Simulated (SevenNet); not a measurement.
# A15 Nb₃Sn (cubic form, which distorts at low temperature)

Method: the machine-learned potential SevenNet-l3i5 (trained on PBE and PBE+U data).

Cell: relaxed at this level.

| Quantity | Result |
|---|---|
| lattice constant a | 5.333 Å |
| volume per atom | 18.96 Å³/atom |

Measured, for comparison: lattice constant a 5.289 Å, equilibrium volume per atom 18.49 Å³/atom (temperature not stated, no zero-point or thermal correction; as tabulated in Priinits et al. (2024), arXiv:2406.00817). Computed (rounded) less measured: lattice constant a +0.8 %, equilibrium volume per atom +2.5 %.

A machine-learned potential is trained on density-functional data: it inherits that level's misses and adds fitting errors of its own.
